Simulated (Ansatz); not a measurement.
Amorphous Ga₂₄O₃₉Y₂, 65 atoms at 5.01 g/cm³, one PBE-relaxed geometry, zone centre. Methods: PBE, scalar-relativistic without spin-orbit coupling (Ansatz, an electronic-structure program); r2SCAN, scalar-relativistic without spin-orbit coupling (Ansatz); HSE06, scalar-relativistic without spin-orbit coupling (Ansatz). Plane waves to 420 eV (r2SCAN 500 eV); exact exchange is cut at the cell's faces. At PBE the levels at the filled edge of the gap are localised (band-tail or defect states), and the nearest spread-out levels lie 2.2 eV apart at the zone centre. All rungs ran without spin polarisation.

It comes from a melt-quench run on a machine-learned potential (CHGNet), relaxed afterwards by DFT. O atoms were pushed apart under 1.9 Å during the dynamics, to hinder bonds among them. The hot cell started wider than the set density and was brought back towards it in steps. It is the lowest in DFT energy of 2 quenches. It is a model cell: composition and starting density were chosen by hand, and all elements were melted together. No dispersion term was used. Its density started from a set value of 5.01 and ended at 5.01 g/cm³. The simulated quench (nominally 280 K/ps over its main leg) is rapid and tends to freeze in more defects than a deposited or slowly cooled glass has. A cell of this size samples the disorder only roughly. The volume was held where the preparation left it and the shape relaxed, at a PBE pressure of 0.9 GPa. Stress components on the final sampling reach 1.0 GPa.

The relaxation ran on the zone centre alone. At PBE the level gap is 1.77 eV on a 2×2×2 Γ-centred mesh, and the spacing at the zone centre alone 1.77 eV.

What zone-centre spacing does r2SCAN give, roughly?

2.30 eV (+0.54 eV against PBE).

What zone-centre spacing does HSE06 give, roughly?

3.47 eV (+1.70 eV against PBE).

The highest filled and the lowest empty state spread over these numbers of atoms (participation numbers): PBE: 2.5 and 60.0; r2SCAN: 2.5 and 59.6; HSE06: 2.7 and 59.8.
